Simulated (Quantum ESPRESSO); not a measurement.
# Refining one setting for MgZnCu (Imma, 6 atoms in the cell)

```
CELL_PARAMETERS angstrom
     -2.49753     2.52804     3.52943
      2.49753    -2.52804     3.52943
      2.49753     2.52804    -3.52943
ATOMIC_POSITIONS crystal
  Mg 0.12315 0.87315 0.25000
  Mg 0.87685 0.12685 0.75000
  Zn 0.50000 0.50000 0.50000
  Zn 0.50000 0.00000 0.00000
  Cu 0.50000 0.50000 0.00000
  Cu 0.00000 0.50000 0.50000
```

Level of theory: LDA (PZ), GBRV 1.5 ultrasoft (LDA) pseudopotentials (plane waves; Quantum ESPRESSO 7.5).

The starting cell comes from a database of computed structures (which also holds hypothetical and non-ambient phases and stackings), without a prior relaxation at this level. Spin polarisation is off. In the base run, with a pressure of about -6 GPa the cell is away from its equilibrium volume at this level.

Held fixed: occupations = smearing; smearing = methfessel-paxton; degauss = 0.0147 Ry; potentials = {Mg: mg_lda_v1.4.uspp.F.UPF, Zn: zn_lda_v1.uspp.F.UPF, Cu: cu_lda_v1.2.uspp.F.UPF}; K_POINTS = automatic 5 5 5 0 0 0; conv_thr = 1e-10 Ry. Moved along with it: ecutrho.

ΔF is the free energy per atom less that of the last row (100 Ry).

| ecutwfc | ΔF (meV/atom) | pressure (GPa) | largest force (eV/Å) | plane waves | iterations |
|---|---|---|---|---|---|
| 20 Ry | 27983.8 | -1402.98 | 0.094 | 924 | 16 |
| 25 Ry | 4719.5 | -315.16 | 0.027 | 1293 | 17 |
| 30 Ry | 665.2 | -65.10 | 0.031 | 1676 | 17 |
| 35 Ry | 78.7 | -12.03 | 0.032 | 2117 | 17 |
| 40 Ry | 36.6 | -4.97 | 0.032 | 2645 | 17 |
| 45 Ry | 32.6 | -5.44 | 0.032 | 3091 | 17 |
| 50 Ry | 22.4 | -5.53 | 0.032 | 3609 | 17 |
| 57 Ry | 15.2 | -4.97 | 0.032 | 4398 | 17 |
| 65 Ry | 13.8 | -5.01 | 0.032 | 5345 | 17 |
| 75 Ry | 7.1 | -5.27 | 0.032 | 6616 | 17 |
| 88 Ry | 0.96 | -4.94 | 0.031 | 8411 | 18 |
| 100 Ry | 0.00 | -4.94 | 0.032 | 10187 | 18 |

Largest force within 0.01 eV/Å of the last row: from ecutwfc = 25 Ry on; the one before it is off by 0.063 eV/Å. The value it settles on is 0.032 eV/Å at this level of theory and with the other settings as held.
